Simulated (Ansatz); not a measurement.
Levels about the gap of amorphous Si24O50Zr (75 atoms in a cell of 1127 Å³, 2.31 g/cm³; zone centre alone, so wide bands show as single levels with stretches between that a denser mesh fills), at the geometry that PBE relaxed, where it gives 2.4 GPa on a denser mesh. The participation number counts the atoms over which a state spreads; weights are charges in smoothed Voronoi cells. The levels come from a single point, so bond lengths are those of that geometry. Method of the levels: PBE, scalar-relativistic without spin-orbit coupling (Ansatz, a program for electronic structure). Sampling: the zone centre alone; Fermi-Dirac width 0.02 eV; no spin polarisation. At PBE the levels at both edges of the gap are localised (band-tail or defect states), and the nearest spread-out levels lie 5.7 eV apart at the zone centre.

Preparation: random packing, a CHGNet melt and quench, and a DFT relaxation. O atoms were pushed apart under 1.9 Å during the dynamics, to hinder bonds among them. The hot cell started wider than the set density and was brought back towards it in steps. It is the lowest in DFT energy of 2 quenches. It is a model cell: composition and starting density were chosen by hand, and all elements were melted together. No dispersion term was used. Its density started from a set value of 2.31 and ended at 2.31 g/cm³. The simulated quench (nominally 320 K/ps over its main leg) is rapid and tends to freeze in more defects than a deposited or slowly cooled glass has. A cell of this size samples the disorder only roughly. The volume was held where the preparation left it and the shape relaxed, at a PBE pressure of 2.4 GPa. Stress components on the final sampling reach 2.4 GPa.

```tsv
E - E(highest filled), eV	filling	participation number	largest on	weight O	weight Zr	weight Si
-0.45	filled	23.2	O, 2 neighbours	0.96	0.01	0.03
-0.43	filled	21.4	O, 2 neighbours	0.96	0.00	0.04
-0.42	filled	20.5	O, 2 neighbours	0.96	0.00	0.04
-0.33	filled	14.4	O, 2 neighbours	0.97	0.00	0.03
-0.28	filled	25.5	O, 2 neighbours	0.97	0.00	0.03
-0.24	filled	12.5	O, 2 neighbours	0.97	0.00	0.03
0.00	filled	3.1	O, 2 neighbours	0.96	0.00	0.04
4.94	empty	5.2	Zr, 4 neighbours	0.48	0.42	0.10
5.38	empty	14.1	Zr, 4 neighbours	0.57	0.25	0.18
5.84	empty	2.6	Zr, 4 neighbours	0.35	0.60	0.05
6.07	empty	3.0	Zr, 4 neighbours	0.37	0.56	0.07
6.32	empty	3.9	Zr, 4 neighbours	0.42	0.49	0.09
6.70	empty	34.9	Zr, 4 neighbours	0.65	0.07	0.28
6.85	empty	40.7	Si, 4 neighbours	0.67	0.03	0.30
```

Most localised among these is the empty level at +5.84 eV, on a Zr atom, which has 4 neighbours (O 1.93 Å, O 1.95 Å, O 1.96 Å, O 1.99 Å).
